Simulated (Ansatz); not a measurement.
Given:

End structure of a constructed model of the (111) surface of fcc Ag, a pseudomorphic layer of Ir in the other hollow (bottom of the slab: a bare face, its two planes held):

```yaml
crystal:
  lattice:
    - [2.93338, 0.00000, 0.00000]
    - [-1.46669, 2.54038, 0.00000]
    - [0.00000, 0.00000, 30.50000]
  atoms:
    - { symbol: Ag, position: [0.33333, 0.66667, 0.26348] }
    - { symbol: Ag, position: [0.66667, 0.33333, 0.34201] }
    - { symbol: Ag, position: [0.00000, 0.00000, 0.42036] }
    - { symbol: Ag, position: [0.33333, 0.66667, 0.49910] }
    - { symbol: Ag, position: [0.66667, 0.33333, 0.57787] }
    - { symbol: Ag, position: [0.00000, 0.00000, 0.65641] }
    - { symbol: Ir, position: [0.66667, 0.33333, 0.73120] }
```

Set-up: 7 atoms, 14.4 Å thick at the start with caps and adatoms; mesh 15x15x1; 0.1 eV smearing; dipole correction on; 2 atoms held, the rest relaxed; held to the start's symmetry, so lower structures may exist; no spin, no spin-orbit, no U. In PBE it lies 0.01 eV a 1x1 cell over the lowest computed structure of the same composition (a pseudomorphic layer of Ir in the host's stacking).

Estimate the work function of the top face that PBE run with Ansatz (a quantum-chemistry and plane-wave program) returns for this input.

5.82 eV
